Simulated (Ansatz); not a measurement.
# Point defect Na interstitial in metastable alpha cristobalite

Computed with PBE, PAW (plane waves to 420 eV; Ansatz, an electronic-structure program). A supercell of 96 sites (2×2×2 repeats of a cell of 12 atoms) was used; the energies come from a 2×2×2 shifted sampling of its zone. Site at the start: void with 4O nearest. Energies of charged states are corrected for periodic images (point charge plus alignment at distant sites). Dielectric constants: PBE linear response of the host. Host gap at this level: 5.51 eV. These values are not converged in cell size to better than tenths of an eV. Levels are measured in PBE's own, too narrow, gap. Spin–orbit coupling is left out. Each state is the lowest found from its start.

The name describes the start; the neighbours show where the atoms ended.

Charges with a result: +1, 0. Others weren't obtained, and one of them could lie lower, also by skipping a charge.

```tsv
charge	moment (μB)	largest move off a lattice site (Å)	neighbours of the last Na atom of the defect at the end (Å)	image correction with alignment (eV)
+1	not spin-polarised	0.25	O 2.42, O 2.42, O 2.45, O 2.45, O 2.60, O 2.61	0.50
0*	quenched	0.23	O 2.44, O 2.44, O 2.46, O 2.46, O 2.62, O 2.62	–
```

* At this level the carrier isn't localised at the defect: at charge 0 electrons occupy the conduction band. Such a state is shallow or no state of the defect, and this cell gives it no level.

Starting moments that weren't kept: charge 0 began with 1 μB and ended with 0.0.

Flagged in the runs: a host whose relaxation on this sampling wasn't shown to rest, a strain field that reaches the edge of the cell.
